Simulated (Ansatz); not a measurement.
**rock-salt PbS (0 0 1) on zinc-blende GaSb (0 0 1) (film strained to the substrate, started from cuts of the bulks and a machine-learned relaxation; metallic at this level, with no gap by band count; slabs Ga6Sb5 and Pb4S4, which can lie off the formulas)**

A periodic stack without vacuum, rock-salt PbS (0 0 1) on zinc-blende GaSb (0 0 1) (film strained to the substrate, started from cuts of the bulks and a machine-learned relaxation; metallic at this level, with no gap by band count; slabs Ga6Sb5 and Pb4S4, which can lie off the formulas): substrate slab Ga6Sb5, film Pb4S4, surface cells [[1, 0], [1, 1]] and [[1, 0], [1, 1]], film strained by +3.4 and +3.4 %, outermost planes Ga/Ga and PbS/PbS as cut, which need not be the usual terminations and can put a slab off its formula.

The start was prepared with a machine-learned potential, and the result is one local minimum, with the in-plane cell held and forces under 0.04 eV/Å; the film can end far from its bulk form.

These are PBE (plane waves to 420 eV, PAW; Ansatz, a first-principles code) values and carry that method's errors. Scalar-relativistic, without spin–orbit coupling. Its k-point mesh 5×5×1, Fermi–Dirac width 0.05 eV.

```
Item                                                                                              Result
-------------------------------------------------------------------------------  -----------------------
interface area                                                                                   19.3 Å²
period                                                                                           29.36 Å
heights between the nearest atoms of the two slabs at the two interfaces                 2.36 and 2.44 Å
Ga–S contacts across the interfaces within 1.22 times the sum of covalent radii           1, mean 2.38 Å
spin-polarised check at this geometry                                            falls back to no moment
slope of the mean potential energy in the substrate                                       -2.4 MV/cm × e
```

```
Ga6Pb4S4Sb5
1.0
    4.39192     0.00000    -0.09666
    0.00000     4.39298     0.00000
   -2.47142     0.00000    29.42350
Ga Sb Pb S
6 5 4 4
Cartesian
 -0.00734   0.00000   4.47185
  2.11148   2.19649   1.23874
  0.11844   0.00000  10.66384
  2.26527   2.19649   7.52009
 -0.62529   0.00000  16.67321
  2.51489   2.19649  13.71191
 -0.05386   2.19649   2.92140
  0.10173   2.19649   9.12440
  2.22140   0.00000   5.97564
  0.31416   2.19649  15.41122
  2.34586   0.00000  12.17709
 -0.57384   0.00000  22.22248
  1.70921   2.19649  19.05533
 -0.60167   0.00000  28.22780
  1.58945   2.19649  25.16160
  1.90536   2.19649  21.79861
 -0.24303   0.00000  19.02272
  1.71683   2.19649  27.86635
 -0.42138   0.00000  25.01736
```
